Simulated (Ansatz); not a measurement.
# PdGe2 (model structure, started from the Al2Cu type, I4/mcm, No. 140, 6 atoms in the cell): properties by level of theory

```csv
level (code),lattice constant a (Å),lattice parameter c (Å)
PBE (Ansatz),6.121,5.549
PBEsol (Ansatz),6.022,5.456
PBE-D3(BJ) (Ansatz),6.037,5.477
```

Ansatz's density-functional and Hartree–Fock values are scalar-relativistic unless marked +SOC, with PAW data made under PBE.

The computed numbers hold no vibrational or temperature effects.

A model structure was made by putting elements into a prototype or built by hand; it is no filed structure, need not be a known phase, and can be a saddle point held by its symmetry.

Ansatz is a first-principles code.
